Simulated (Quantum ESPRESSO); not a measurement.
Quantum ESPRESSO run on CdSnTe₂ (R-3m, 4 atoms in the cell): self-consistent single point.

Level of theory: PBEsol-D3(BJ) with three-body term, GBRV 1.5 ultrasoft (PBESOL) pseudopotentials (plane waves; Quantum ESPRESSO).

```xyz
4
Lattice="2.2110 1.2765 7.0095 -2.2110 1.2765 7.0095 0.0000 -2.5531 7.0095" Properties=species:S:1:pos:R:3 pbc="T T T"
Cd     0.0000     0.0000     0.0000
Sn     0.0000     0.0000    10.5143
Te     0.0000     0.0000    15.6789
Te     0.0000     0.0000     5.3497
```

Reference input (self-consistent single point, DFT, PBEsol, plane waves, GBRV 1.5 ultrasoft (PBESOL) pseudopotentials): ecutwfc = 40 Ry; ecutrho = 200 Ry; occupations = smearing; smearing = cold; degauss = 0.019992 Ry; potentials = {Cd: cd_pbesol_v1.uspp.F.UPF, Sn: sn_pbesol_v1.4.uspp.F.UPF, Te: te_pbesol_v1.uspp.F.UPF}; K_POINTS = automatic 7 7 7 0 0 0; conv_thr = 1e-09 Ry. This run's input differs from it in these lines:

```diff
@@ -17,2 +17,5 @@
  degauss = 0.019992
+ vdw_corr = 'grimme-d3'
+ dftd3_version = 4
+ dftd3_threebody = .true.
 /
```

Output, abridged:

```
     Self-consistent Calculation

     iteration #  1     ecut=    40.00 Ry     beta= 0.70

     negative rho (up, down):  1.955E-02 0.000E+00

     total energy              =    -326.16824629 Ry
     estimated scf accuracy    <       0.64296104 Ry

     iteration #  2     ecut=    40.00 Ry     beta= 0.70

     negative rho (up, down):  2.065E-02 0.000E+00

     total energy              =    -326.36173833 Ry
     estimated scf accuracy    <       0.35230568 Ry

     iteration #  3     ecut=    40.00 Ry     beta= 0.70

     negative rho (up, down):  2.069E-02 0.000E+00

     total energy              =    -326.43533628 Ry
     estimated scf accuracy    <       0.07398808 Ry

   [... 6 blocks of this kind left out ...]

     iteration # 10     ecut=    40.00 Ry     beta= 0.70

     negative rho (up, down):  2.080E-02 0.000E+00

     total energy              =    -326.45165248 Ry
     estimated scf accuracy    <          2.5E-09 Ry

     iteration # 11     ecut=    40.00 Ry     beta= 0.70

     negative rho (up, down):  2.080E-02 0.000E+00
     End of self-consistent calculation

     the Fermi energy is     7.7565 ev

!    total energy              =    -326.45165248 Ry
     estimated scf accuracy    <          2.1E-10 Ry
     smearing contrib. (-TS)   =       0.00038444 Ry
     internal energy E=F+TS    =    -326.45203692 Ry

     DFT-D3 Dispersion         =      -0.10922897 Ry

     convergence has been achieved in  11 iterations

     negative rho (up, down):  2.080E-02 0.000E+00

     Forces acting on atoms (cartesian axes, Ry/au):

     atom    1 type  1   force =     0.00000000    0.00000000    0.00000000
     atom    2 type  2   force =    -0.00000000   -0.00000000    0.00000000
     atom    3 type  3   force =     0.00000000   -0.00000000    0.00078164
     atom    4 type  3   force =     0.00000000    0.00000000   -0.00078164

     Total force =     0.001105     Total SCF correction =     0.000017

     negative rho (up, down):  2.080E-02 0.000E+00
          total   stress  (Ry/bohr**3)                   (kbar)     P=      -32.86
  -0.00023403   0.00000000   0.00000000          -34.43        0.00        0.00
   0.00000000  -0.00023403  -0.00000000            0.00      -34.43       -0.00
   0.00000000   0.00000000  -0.00020203            0.00        0.00      -29.72

   JOB DONE.
```

The run converged in 11 iterations. Against the reference run the pressure goes from -1.39 to -3.29 GPa and the largest force moves little (0.021 to 0.020 eV/Å).

The starting cell comes from a database of computed structures (which also holds hypothetical and non-ambient phases and stackings), without a prior relaxation at this level. Its lattice was rescaled by a random factor within 2.5 % of one. With a pressure of about -3 GPa the cell is away from its equilibrium volume at this level. The run gives no clean gap (levels at the Fermi energy touch, overlap or are partly filled at this smearing), which alone does not show that the compound is a metal.

Cost on one core of a shared machine: roughly 2 min.
